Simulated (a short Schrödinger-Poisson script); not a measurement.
Structure: MOS inversion layer, HfO2 on p-type Si(100), at 300 K.

```csv
layer,material,thickness (nm),Na (cm⁻³)
1,HfO2,6.6,-
2,Si,440,9.5e17
```

Constants are typed, rounded textbook-type inputs, not results; the design itself was drawn at random and stands for no fabricated device. HfO2: permittivity 22, conduction-band edge (eV) 1.55, gap (eV) 5.7, electron mass (mₑ) 0.2. Si: permittivity 11.7, conduction-band edge (eV) 0, gap (eV) 1.124, Nv at 300 K (cm⁻³) 3.1e19.

Channel valleys (confinement mass, in-plane density-of-states mass, number): Δ2 0.916, 0.19, 2; Δ4 0.19, 0.417, 4. At the gate the conduction-band edge of layer 1 lies 1.68 eV − eVg above the Fermi level of the channel; the field vanishes at the back. Gaps are held at their typed values at every temperature. Mesh 0.03 nm at interfaces.

Solved with a short Schrödinger-Poisson script written for these runs: 1D Poisson equation in equilibrium, electrons quantum, Hartree (BenDaniel-Duke, 12 states a valley, the channel's in-plane mass for all, wave functions ending at the dielectric), parabolic valleys, classical holes, full ionisation, no traps, pinning or gate leakage.

The same stack at other levels of the model or other numerical settings:

```
run                                          sheet density of all electrons at Vg = 1 V (cm⁻²)  sheet density of all electrons at Vg = 0.4 V (cm⁻²)  capacitance at Vg = 1 V (μF/cm²)  centroid of the channel electrons at Vg = 1 V (nm)  rough cost against the base
-------------------------------------------  -------------------------------------------------  ---------------------------------------------------  --------------------------------  --------------------------------------------------  ---------------------------
base                                                                                   7.53e12                                              3.63e11                              2.18                                                1.33                      about 1
electrons treated as classical, Boltzmann                                              1.09e13                                           (withheld)                              2.75                                          (withheld)                         0.03
electrons treated as classical, Fermi-Dirac                                            1.01e13                                              1.28e12                              2.51                                                0.48                          0.2
mesh six times as coarse                                                               7.54e12                                              3.65e11                              2.18                                                1.32                          0.2
one subband a valley                                                                   7.51e12                                           (withheld)                              2.17                                                1.31                          0.5
```

Question: Some entries are withheld; supply them.

Answer: 
- electrons treated as classical, Boltzmann, centroid of the channel electrons at Vg = 1 V (nm): 0.30
- one subband a valley, sheet density of all electrons at Vg = 0.4 V (cm⁻²): 3.57e11
- electrons treated as classical, Boltzmann, sheet density of all electrons at Vg = 0.4 V (cm⁻²): 1.35e12

The classical rows ignore confinement, and Boltzmann statistics overrate the density once the band edge passes the Fermi level.
